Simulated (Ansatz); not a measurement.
**rock-salt TiN (0 0 1) on silicon (0 0 1), Ga on 2 of 5 substrate sites at each interface (film strained to the substrate, started from cuts of the bulks and a machine-learned relaxation; slabs Si56Ga4 and N48Ti48, which can lie off the formulas)**

A periodic stack without vacuum, rock-salt TiN (0 0 1) on silicon (0 0 1), Ga on 2 of 5 substrate sites at each interface (film strained to the substrate, started from cuts of the bulks and a machine-learned relaxation; slabs Si56Ga4 and N48Ti48, which can lie off the formulas): substrate slab Si56Ga4, film N48Ti48, surface cells [[-3, -1], [-1, -2]] and [[0, -2], [4, 2]], film strained by +1.8 and +1.8 %, outermost planes Si/Si and NTi/NTi as cut, which need not be the usual terminations and can put a slab off its formula.

The start was prepared with a machine-learned potential, and the result is one local minimum, with the in-plane cell held and forces under 0.04 eV/Å; the film can end far from its bulk form.

Computed with PBE (plane waves to 420 eV, PAW; Ansatz, a program for electronic structure). Spin–orbit coupling is left out; the runs are not spin-polarised; PBE gaps are too small against experiment. Its k-point mesh 3×3×1, Fermi–Dirac width 0.05 eV.

interface area: 74.8 Å²
period: 29.13 Å
heights between the nearest atoms of the two slabs at the two interfaces: 1.74 and 1.74 Å
Si–Ti contacts across the interfaces within 1.22 times the sum of covalent radii: 24, mean 2.96 Å
Ga–Ti contacts across the interfaces within 1.22 times the sum of covalent radii: 12, mean 3.06 Å
N–Si contacts across the interfaces within 1.22 times the sum of covalent radii: 6, mean 1.84 Å
Ga–N contacts across the interfaces within 1.22 times the sum of covalent radii: 2, mean 2.13 Å
hole barrier (PBE): 0.24 eV
electron barrier (PBE): 0.37 eV

```xyz
156
Lattice="8.6484 0.0003 0.1143 0.0004 8.6486 -0.0787 -1.3219 0.5852 29.1112" Properties=species:S:1:pos:R:3 pbc="T T T"
Si     7.3331     4.7881     2.2144
Si     3.4219     6.7957     2.1812
Si     5.2782     1.5009     2.3691
Si     1.9407     3.1038     2.0692
Si     0.0284     8.5531     2.0236
Ga     5.5959     6.2316     1.4414
Ga     2.3351     8.8121     1.1528
Si     4.1667     3.0703     0.9652
Si    -0.2042     2.8862     0.9801
Si     6.5809     0.0448     1.0500
Si     7.9257     2.4126     5.1065
Si     4.4170     4.1395     4.8656
Si     6.2129     7.5698     4.8763
Si     2.6442     0.6668     5.0493
Si     0.9916     5.8612     4.9239
Si     6.2727     3.2348     3.6632
Si     2.6324     4.9709     3.4654
Si     4.3550     8.4273     3.6459
Si     0.9660     1.5238     3.5965
Si     8.0295     6.6779     3.5216
Si     6.9540     5.0170     7.7054
Si     3.5699     6.7535     7.6730
Si     5.2595     1.5509     7.7080
Si     1.8383     3.3203     7.6713
Si     0.0639     8.4587     7.6302
Si     5.2777     5.8759     6.2612
Si     1.8213     7.5781     6.3202
Si     3.5516     2.4432     6.3082
Si     0.0985     4.1708     6.3124
Si     7.0273     0.6451     6.3927
Si     7.8284     2.4737    10.4367
Si     4.3713     4.1764    10.4966
Si     6.0984     7.6112    10.4480
Si     2.6230     0.7610    10.4435
Si     0.9026     5.8812    10.3293
Si     6.0795     3.2991     9.0851
Si     2.6952     5.0351     9.0516
Si     4.3905     8.5036     9.0483
Si     0.9382     1.5940     9.0125
Si     7.8111     6.7327     9.0851
Si     7.0165     5.0816    13.2863
Si     3.3772     6.8189    13.0900
Si     5.2969     1.6252    13.1160
Si     1.6173     3.3721    13.2373
Si     0.0387     8.5281    13.0469
Si     5.2320     5.9146    11.8884
Si     1.7244     7.6404    11.6476
Si     3.4377     2.4832    11.8848
Si     0.0102     4.1899    11.7173
Si     7.0063     0.7373    11.7882
Ga    -1.3420     1.2218    15.4837
Ga     4.0624     3.8420    15.3179
Si     5.4844     6.9642    15.7906
Si     3.0776     1.3547    15.7872
Si     1.2047     7.1618    15.6614
Si     6.2358     3.2599    14.5779
Si     2.3149     5.2655    14.5366
Si     4.3773     8.5451    14.3902
Si     0.9747     1.4959    14.6245
Si     7.7078     6.9446    14.6852
N      0.9703     5.2722    19.7398
N      5.2960     5.2783    19.7953
N      3.1387     7.4350    19.7134
N      7.4614     7.4359    19.7585
N      0.9686     0.9524    19.7386
N      5.2933     0.9603    19.8203
N      3.1314     3.1123    19.8248
N      7.4511     3.1220    19.8594
N      3.1515     5.2468    17.7130
N      7.4931     5.2321    17.7049
N      5.3637     7.4666    17.5609
N      1.0047     7.3447    17.5035
N      3.1243     0.9248    17.5550
N      7.4836     0.9791    17.7112
N      5.3254     3.0930    17.7653
N      0.9829     3.1165    17.6480
N      0.9135     5.3202    23.9132
N      5.2410     5.3223    23.9691
N      3.0764     7.4828    23.9080
N      7.4038     7.4846    23.9682
N      0.9093     0.9945    23.9748
N      5.2413     1.0005    24.0492
N      3.0745     3.1572    24.0081
N      7.3992     3.1562    24.0655
N      3.1012     5.2967    21.8987
N      7.4289     5.2988    21.9550
N      5.2678     7.4620    21.8602
N      0.9432     7.4630    21.8028
N      3.1007     0.9700    21.8976
N      7.4328     0.9760    21.9734
N      5.2658     3.1360    21.9602
N      0.9386     3.1343    21.9000
N      0.8490     5.3874    28.1624
N      5.1907     5.3729    28.1544
N      3.0171     7.5260    28.1070
N     -1.2893     7.5035    28.1073
N      0.8591     0.9920    28.2429
N      5.2170     1.0473    28.3922
N      2.9785     3.1522    28.3078
N     -1.3114     3.2741    28.2504
N      3.0462     5.3404    26.0733
N      7.3721     5.3467    26.1277
N      5.2113     7.5067    26.0433
N      0.8913     7.4973    26.0086
N      3.0482     1.0100    26.1263
N      7.3728     1.0188    26.2086
N      5.2036     3.1840    26.1545
N      0.8800     3.1834    26.1088
Ti     3.1570     5.2900    19.8189
Ti     7.4319     5.3079    19.8673
Ti     5.2898     7.4698    19.7449
Ti     0.9879     7.4798    19.6917
Ti     3.1362     0.9335    19.7806
Ti     7.4473     0.9265    19.8640
Ti     5.2657     3.0843    19.8700
Ti     0.9885     3.0635    19.8112
Ti     0.9997     5.1381    17.7593
Ti     5.3175     5.1456    17.7720
Ti     3.1521     7.2746    17.7241
Ti     7.5294     7.2528    17.7355
Ti     0.8888     1.1107    17.6915
Ti     5.4039     1.0462    17.8305
Ti     3.1540     3.1890    17.8192
Ti     7.4649     3.2079    17.8745
Ti     3.0587     5.3220    23.9720
Ti     7.4151     5.3403    24.0394
Ti     5.2536     7.4979    23.9681
Ti     0.9028     7.4682    23.9246
Ti     3.0739     0.9918    24.0385
Ti     7.4045     0.9828    24.0919
Ti     5.2428     3.1489    24.0582
Ti     0.9044     3.1730    23.9941
Ti     0.9274     5.2788    21.8288
Ti     5.2833     5.2984    21.8961
Ti     3.0988     7.4704    21.8090
Ti     7.4385     7.4446    21.8739
Ti     0.9370     0.9877    21.8557
Ti     5.2685     0.9774    21.9098
Ti     3.0883     3.1206    21.9002
Ti     7.4397     3.1521    21.9440
Ti     3.0261     5.4744    28.0974
Ti    -1.3057     5.4816    27.9941
Ti     5.1918     7.4300    28.0478
Ti     0.8763     7.4117    27.9934
Ti     2.9421     0.9238    28.1134
Ti    -1.1997     0.8603    28.1395
Ti     5.1896     3.3453    28.1457
Ti     0.8098     3.3654    28.1301
Ti     0.9115     5.3104    26.0005
Ti     5.1848     5.3266    26.0483
Ti     3.0753     7.5335    25.9990
Ti     7.3552     7.5557    26.0568
Ti     0.8926     1.0447    26.0845
Ti     5.2071     1.0395    26.1642
Ti     3.0518     3.1509    26.1240
Ti     7.3537     3.1405    26.1766
```
